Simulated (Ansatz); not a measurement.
Structure of amorphous In₉Ga₉Zn₉O₃₈Sn (periodic cell):

```xyz
66
Lattice="9.4205 0.0000 0.0000 0.0000 9.4205 0.0000 0.0000 0.0000 9.4205" Properties=species:S:1:pos:R:3 pbc="T T T"
In     0.8066     0.9933     6.0565
In     5.9625     5.6088     0.5625
In     2.2417     4.2196     2.0155
In     3.8489     2.1737     4.0973
In     7.5794     4.0623     6.0117
In     2.6050     6.6997     8.3611
In     7.4260     0.8976     7.5885
In     5.5563     7.0105     6.5747
In     8.6969     8.2051     0.5826
Ga     9.0832     7.0761     6.8079
Ga     1.7155     4.7094     5.3895
Ga     4.8943     2.8286     0.9727
Ga     6.9634     7.5249     3.9500
Ga     2.3207     0.9119     0.3494
Ga     7.8594     1.2537     4.0197
Ga     3.3465     7.5517     1.7045
Ga     4.4365     3.9680     7.3252
Ga     8.3491     4.2931     2.8026
Zn     5.6209     8.3265     9.1945
Zn     8.7757     2.1823     0.7342
Zn     0.5699     6.9020     3.5685
Zn     1.2776     0.5619     2.8913
Zn     1.0490     3.2855     7.8699
Zn     5.9547     0.1750     2.0160
Zn     9.0588     5.1617     9.1534
Zn     5.0825     5.0685     3.9720
Zn     3.0996     7.9735     4.8443
O      4.6545     4.4914     1.9439
O      3.1815     4.2296     4.2134
O      8.7804     5.1999     7.1904
O      0.6547     4.8705     3.3331
O      4.4816     2.3779     6.2911
O      2.8643     0.6290     5.1554
O      7.2291     7.0707     9.0095
O      1.9630     1.2840     7.8413
O      3.0276     8.5863     0.1656
O      2.5275     6.0456     1.0433
O      5.5039     3.7579     8.8626
O      0.9685     3.6518     0.3715
O      2.2328     8.0708     3.1192
O      2.5082     1.9960     2.2574
O      1.1476     6.5658     5.4820
O      7.1188     4.8363     4.0481
O      7.1470     0.3652     0.4138
O      0.5275     6.9540     8.6378
O      0.0346     0.2884     4.2781
O      5.6523     9.2183     7.3739
O      5.3123     1.9226     2.5666
O      5.5781     4.8747     6.1777
O      3.3864     8.0307     6.7513
O      7.4977     7.2169     5.7277
O      7.4663     2.0094     5.6719
O      8.3924     2.4117     2.6629
O      4.0312     1.5811     9.2682
O      8.5396     2.4750     8.2561
O      0.7899     3.1521     5.8686
O      4.7232     6.4835     8.4534
O      5.0648     7.0404     4.4233
O      2.6761     4.7284     7.2327
O      8.3494     7.3561     2.6388
O      5.2168     7.7011     1.6811
O      0.5848     0.4588     1.0099
O      9.0508     9.0057     7.1426
O      7.7871     4.6864     1.1009
O      6.5926     9.3523     3.8239
Sn     3.8103     0.6759     7.1614
```

Calculation: PBE, scalar-relativistic without spin-orbit coupling (plane waves to 420 eV, PAW; Ansatz, a first-principles code).

Preparation: random packing, a CHGNet melt and quench, and a DFT relaxation. O atoms were pushed apart under 1.9 Å during the dynamics, to hinder bonds among them. The hot cell started wider than the set density and was brought back towards it in steps. It is the lowest in DFT energy of 2 quenches. It is a model cell: composition and starting density were chosen by hand, and all elements were melted together. No dispersion term was used. Its density started from a set value of 5.91 and ended at 5.91 g/cm³. The quench (nominally 260 K/ps over its main leg) was far faster than any real one, so the model tends to hold more defects than a real film. Values belong to this one cell and scatter from quench to quench. The volume was held where the preparation left it, at a PBE pressure of 0.8 GPa. Stress components on the final sampling reach 1.5 GPa.

Neighbours within In-In 3.12 Å, In-Ga 2.90 Å, In-Zn 2.90 Å, In-O 2.60 Å, In-Sn 3.09 Å, Ga-Ga 2.68 Å, Ga-Zn 2.68 Å, Ga-O 2.46 Å, Ga-Sn 2.87 Å, Zn-Zn 2.68 Å, Zn-O 2.38 Å, Zn-Sn 2.87 Å, O-O 1.58 Å, O-Sn 2.46 Å, Sn-Sn 3.06 Å count as bonded. Two cations that share two anions don't count as bonded, nor two that share one unless they lie closer than In-In 3.04 Å, In-Ga 2.82 Å, In-Zn 2.82 Å, In-Sn 3.01 Å, Ga-Ga 2.61 Å, Ga-Zn 2.61 Å, Ga-Sn 2.79 Å, Zn-Zn 2.61 Å, Zn-Sn 2.79 Å, Sn-Sn 2.97 Å.

Give the coordination numbers, mean bond lengths and angles.


```yaml
Mean coordination of In by anions: 5.33 (1 with 4, 4 with 5, 4 with 6)
Mean coordination of Ga by anions: 4.33 (6 with 4, 3 with 5)
Mean coordination of Zn by anions: 4.33 (6 with 4, 3 with 5)
Mean coordination of O: 3.47 (20 with 3, 18 with 4)
Mean coordination of Sn by anions: 6.00 (1 with 6)
Mean In-O bond: 2.197 Å (spread 0.100 Å, 48 counted)
Mean Ga-O bond: 1.927 Å (spread 0.097 Å, 39 counted)
Mean Zn-O bond: 2.058 Å (spread 0.102 Å, 39 counted)
Mean O-Sn bond: 2.135 Å (spread 0.100 Å, 6 counted)
Bond angle at In: mean 104.9°, spread 27.6°
Bond angle at Ga: mean 108.3°, spread 21.0°
Bond angle at Zn: mean 107.7°, spread 24.8°
Bond angle at O: mean 110.4°, spread 16.2°
Bond angle at Sn: mean 103.5°, spread 27.1°
```

List the pairs of like atoms that count as bonded by the rules above.

There are none by these rules.

What Bader charges do the atoms carry, from a run on the zone centre alone?

Means (range): In +1.83 e (+1.81 to +1.89), Ga +1.83 e (+1.80 to +1.87), Zn +1.24 e (+1.21 to +1.27), O -1.22 e (-1.28 to -1.18), Sn +2.36 e (+2.36 to +2.36).
```csv
atom,charge (e)
In1,+1.83
In2,+1.85
In3,+1.83
In4,+1.81
In5,+1.82
In6,+1.89
In7,+1.81
In8,+1.85
In9,+1.81
Ga10,+1.87
Ga11,+1.83
Ga12,+1.80
Ga13,+1.83
Ga14,+1.84
Ga15,+1.85
Ga16,+1.80
Ga17,+1.83
Ga18,+1.83
Zn19,+1.21
Zn20,+1.27
Zn21,+1.24
Zn22,+1.24
Zn23,+1.25
Zn24,+1.21
Zn25,+1.24
Zn26,+1.26
Zn27,+1.26
O28,-1.22
O29,-1.22
O30,-1.20
O31,-1.25
O32,-1.23
O33,-1.24
O34,-1.22
O35,-1.22
O36,-1.28
O37,-1.24
O38,-1.23
O39,-1.22
O40,-1.23
O41,-1.23
O42,-1.23
O43,-1.23
O44,-1.23
O45,-1.19
O46,-1.21
O47,-1.20
O48,-1.18
O49,-1.24
O50,-1.20
O51,-1.24
O52,-1.23
O53,-1.25
O54,-1.25
O55,-1.18
O56,-1.23
O57,-1.22
O58,-1.22
O59,-1.24
O60,-1.22
O61,-1.22
O62,-1.21
O63,-1.22
O64,-1.23
O65,-1.23
Sn66,+2.36
```
